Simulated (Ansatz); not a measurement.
**FeCo in the CsCl type structure (space group Pm-3m, No. 221; ferromagnetic)**

Space group Pm-3m (No. 221); a = b = c = 2.845 Å, α = β = γ = 90.00°

| atom | site | symmetry | x | y | z |
|---|---|---|---|---|---|
| Fe | 1a | m-3m | 0.0000 | 0.0000 | 0.0000 |
| Co | 1b | m-3m | 0.5000 | 0.5000 | 0.5000 |

The values are results of PBE in Ansatz (plane waves to 420 eV, PAW, no spin-orbit coupling), not measurements. Settings: 16×16×16 k-points, 0.05 eV Fermi–Dirac smearing.

The volume per atom comes out as 11.51 Å³, the density is 8.28 g/cm³ and the band gap is zero. The magnetic state comes out as ferromagnetic. The total energy is -4803.384 eV/atom (σ→0; compares only within this code and set-up).

The magnetic state is the one reached from the starting moments; the real material's order can differ, and small cells can't hold many antiferromagnetic ones. No phonon test of stability was made.

Ansatz is an electronic-structure program.
